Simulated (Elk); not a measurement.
Troubleshooting Elk: a failed run on a sheet of MgI2 (3 atoms in the cell). The aim is a self-consistent single point with DFT, PBEsol, all-electron FP-LAPW, Elk's shipped species files, LAPW+lo basis.

Cell that was meant: a = 4.0609 Å, b = 4.0609 Å, c = 17.3351 Å, α = 90.00°, β = 90.00°, γ = 120.00°.

Part of the input:

```
maxscl
  100

lattice
    7.6740723304   -0.0000000842    0.0000000000
   -3.8370360923    6.6459416307    0.0000000000
    0.0000000000    0.0000000000   32.7586215786
```

Log, with long lists cut:

```
│ Elk code version 10.2.4 started │

Error(readinput): invalid block name : lattice
```

Problem. From the messages shown, name the fault and mend the input.

Solution. The program does not know the word lattice. To fix it, write avec. The program stopped before any SCF iteration.

The sound input it was made from differs as follows (other fixes are possible):
```diff
-lattice
+avec
```

With that input, the run converged in 14 iterations: total energy -392723.7206 eV (DFT, PBEsol, all-electron FP-LAPW, Elk's shipped species files, LAPW+lo basis).

On the sound input: the starting cell was generated: these elements placed on a structure prototype, without a prior relaxation; it need not be a known phase or ordering of this composition. Its lattice was rescaled in the plane by a random factor within 2.5 % of one. Values depend on the basis (sphere radii, cutoffs, local orbitals), which need not be converged.
